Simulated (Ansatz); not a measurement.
Start from Be in the hcp (Mg type) structure (space group P6_3/mmc, No. 194; a = 2.255 Å, c = 3.558 Å; relaxed with 0.1 eV smearing). Axes: x lies along a and z along c of the hexagonal cell.

Structures relaxed with PBEsol (Ansatz, a program for electronic structure; PAW; 420 eV plane waves; no spin-orbit coupling).

Base:

Simulated powder pattern, Co Kα, λ = 1.79026 Å (kinematic, ideal powder, no thermal factors, no anomalous dispersion; the 10 strongest lines at most, above 2 %, up to 2θ = 90°):

```json
[
 {"2θ (°)": "54.56", "I/Imax (%)": "26", "hkl": "(100)"},
 {"2θ (°)": "60.42", "I/Imax (%)": "25", "hkl": "(002)"},
 {"2θ (°)": "63.05", "I/Imax (%)": "100", "hkl": "(101)"},
 {"2θ (°)": "85.78", "I/Imax (%)": "16", "hkl": "(102)"}
]
```

After one change:

Simulated powder pattern, Co Kα, λ = 1.79026 Å (kinematic, ideal powder, no thermal factors, no anomalous dispersion; the 10 strongest lines at most, above 2 %, up to 2θ = 90°):

```csv
2θ (°),I/Imax (%)
53.40,26
60.51,24
62.01,100
84.92,15
```

Task: What was done to the base?
(A) biaxial strain +0.50 %, plane normal [001], relaxed out of plane
(B) biaxial strain +3.00 %, plane normal [001], relaxed out of plane
(C) biaxial strain −1.00 %, plane normal [001], relaxed out of plane
(D) biaxial strain +2.00 %, plane normal [001], relaxed out of plane

Result: D, biaxial strain +2.00 %, plane normal [001], relaxed out of plane. Its volume per atom is 8.14 Å³ against 7.84 Å³, and its space group is P6_3/mmc (No. 194).

Stability against distortions was not tested.
